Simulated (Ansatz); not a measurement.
System: interstitial H in 4H silicon carbide strained by -1.5 % along x and y, z held (charge state +1). Method: PBE, PAW (plane waves to 420 eV; Ansatz, a program for electronic structure).

72-site cell at the strained lattice (strain from the relaxed PBE one, atoms relaxed), a 2×2×2 k-point mesh shifted by half a step along c, smearing 0.01 eV, spin-restricted, no finite-size correction. No zero-point or tunnelling terms. The charge state is imposed; whether it is stable for some Fermi level was not computed. Sites that were not tried may lie lower.

The step: one H atom jumps by itself. Atoms about the jump, Cartesian Å from the middle of the jump, before and after:

| atom | x0 | y0 | z0 | x1 | y1 | z1 |
|---|---|---|---|---|---|---|
| H1 | -0.43 | 0.74 | 0.00 | 0.43 | -0.74 | 0.00 |
| C2 | 0.42 | 0.31 | 0.59 | 0.48 | 0.21 | 0.59 |
| Si3 | 0.53 | 0.25 | -1.47 | 0.48 | 0.33 | -1.47 |
| Si4 | -1.11 | -0.66 | 1.28 | -1.13 | -0.63 | 1.28 |
| C5 | 0.48 | -1.51 | -1.96 | 0.48 | -1.47 | -1.95 |
| C6 | -1.03 | 1.15 | -1.95 | -1.07 | 1.17 | -1.96 |
| C7 | -1.05 | -2.37 | 0.58 | -1.05 | -2.36 | 0.58 |
| C8 | -2.57 | 0.27 | 0.58 | -2.58 | 0.28 | 0.58 |
| Si9 | -1.05 | -2.37 | -1.32 | -1.06 | -2.36 | -1.32 |
| Si10 | -2.57 | 0.26 | -1.32 | -2.58 | 0.27 | -1.32 |
| Si11 | 2.01 | -0.62 | 1.20 | 2.07 | -0.63 | 1.28 |
| Si12 | 0.49 | 2.11 | 1.28 | 0.47 | 2.05 | 1.20 |
| C13 | 1.98 | -2.36 | 0.57 | 2.00 | -2.36 | 0.58 |
| C14 | -1.05 | 2.92 | 0.58 | -1.05 | 2.90 | 0.57 |
| C15 | -2.57 | -1.49 | -1.95 | -2.57 | -1.48 | -1.95 |
| C16 | 2.03 | 1.16 | -1.97 | 2.02 | 1.17 | -1.97 |
| Si17 | 2.01 | -2.38 | -1.32 | 2.01 | -2.36 | -1.32 |
| Si18 | -1.04 | 2.92 | -1.32 | -1.05 | 2.93 | -1.32 |
| C19 | -1.06 | -0.61 | 3.14 | -1.06 | -0.61 | 3.14 |
| Si20 | 0.47 | -3.25 | 1.22 | 0.47 | -3.25 | 1.23 |
| Si21 | -2.58 | 2.03 | 1.23 | -2.58 | 2.03 | 1.22 |

Q: Predict the transition state.

A: 
```tsv
atom	x	y	z
H1	-0.25	-0.14	-0.12
C2	0.46	0.27	0.62
Si3	0.54	0.32	-1.56
Si4	-1.14	-0.65	1.34
C5	0.49	-1.47	-1.97
C6	-1.04	1.17	-1.97
C7	-1.05	-2.35	0.59
C8	-2.57	0.28	0.59
Si9	-1.05	-2.35	-1.32
Si10	-2.56	0.28	-1.32
Si11	2.01	-0.64	1.21
Si12	0.45	2.07	1.21
C13	1.99	-2.37	0.56
C14	-1.07	2.92	0.56
C15	-2.57	-1.47	-1.95
C16	2.06	1.20	-1.99
Si17	2.01	-2.36	-1.33
Si18	-1.05	2.93	-1.33
C19	-1.06	-0.61	3.18
Si20	0.47	-3.25	1.22
Si21	-2.59	2.04	1.22
```
It lies 0.13 eV above the start and 0.13 eV above the end. The saddle point's order was not checked, and it lies on a symmetry element of the cell, where a band can be held.
